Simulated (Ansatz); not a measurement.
Consider GaN in the wurtzite structure (space group P6_3mc, No. 186; a = 3.183 Å, c = 5.184 Å). Axes: x lies along a and z along c of the hexagonal cell.

Method: r2SCAN (Ansatz, an electronic-structure program, PAW, no SOC).

One thing is altered: uniaxial strain ε_xx = −5.74 %, all other strain components held at zero; the atoms relax in the strained cell.

**Question.** Predict the stress tensor and what it implies for the stiffness.

**Answer.** Stress of the strained cell less that of the base (GPa, compression positive):
```
  23.64    0.00    0.00
   0.00    8.84    0.00
   0.00    0.00    6.27
```

Then −Δσ_ii/ε with ε = -0.0574 gives secant stiffness values (nonlinear terms included at this strain): C11 ≈ 412 GPa, C12 ≈ 154 GPa and C13 ≈ 109 GPa.

As a check, the harmonic strain energy −½ V₀ Δσ:ε is 48 meV/atom; the computed energy rise is 46 meV/atom.

Whether these cells are dynamically stable was not tested.
